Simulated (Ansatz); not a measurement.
Consider a periodic stack without vacuum, rutile-type MgF2 (1 0 0) on rutile SnO2 (1 0 0) (film strained to the substrate, started from cuts of the bulks and a machine-learned relaxation; slabs Sn6O10 and Mg6F10, which can lie off the formulas): substrate slab Sn6O10, film Mg6F10, surface cells [[0, -1], [1, -1]] and [[0, -1], [1, -1]], film strained by +2.8 and +4.7 %, outermost planes Sn/Sn and Mg/Mg as cut, which need not be the usual terminations and can put a slab off its formula. Its start:

```xyz
32
Lattice="3.2384 0.0000 0.0001 3.2384 4.8274 0.0011 1.6199 0.8106 28.9062" Properties=species:S:1:pos:R:3 pbc="T T T"
Sn     6.4762     4.8388     3.7404
Sn     4.8624     2.4266     1.2697
O      1.6181     0.9429     2.7710
O      3.2423     3.4188     2.1927
Sn     6.4767     4.8349     8.5737
Sn     4.8574     2.4208     6.1539
O      3.2381     1.5017     5.2022
O      4.8572     3.8815     4.6515
O      1.6190     0.9414     7.6381
O      3.2382     3.3538     7.0950
Sn     6.4793     4.8238    13.4380
Sn     4.8578     2.4211    10.9881
O      3.2385     1.4663    10.0802
O      4.8575     3.9173     9.5350
O      1.6203     0.9987    12.5435
O      3.2385     3.3426    11.9746
Mg     4.5879     2.0020    18.4266
Mg     6.2041     4.4545    16.1413
F      2.9695     2.8964    17.4555
F      1.3518     0.5295    16.9857
Mg     4.5879     2.0131    22.9436
Mg     6.2074     4.4285    20.6892
F      4.5882     3.5055    19.7694
F      2.9686     1.0509    19.2681
F      2.9689     2.9568    22.0716
F      4.5882     5.3715    21.5539
Mg     4.5901     2.0401    27.4962
Mg     6.2063     4.4116    25.1964
F      4.5874     3.4603    24.3551
F      2.9684     1.0902    23.8542
F      6.2068     2.9304    26.6271
F      4.5863     5.3005    26.1718
```

The start was prepared with a machine-learned potential, and the result is one local minimum, with the in-plane cell held and forces under 0.04 eV/Å; the film can end far from its bulk form.

All values below come from PBE (plane waves to 420 eV, PAW; Ansatz, a program for electronic structure). Spin–orbit coupling is left out; the runs are not spin-polarised. Its k-point mesh 9×5×1, Fermi–Dirac width 0.05 eV.

### Question
Predict the relaxed interface.

### Answer
The interface area is 15.6 Å², the period is 28.44 Å and the heights between the nearest atoms of the two slabs at the two interfaces comes out as 2.40 and 2.56 Å. The Mg–Sn contacts across the interfaces within 1.22 times the sum of covalent radii is 3, mean 3.14 Å.
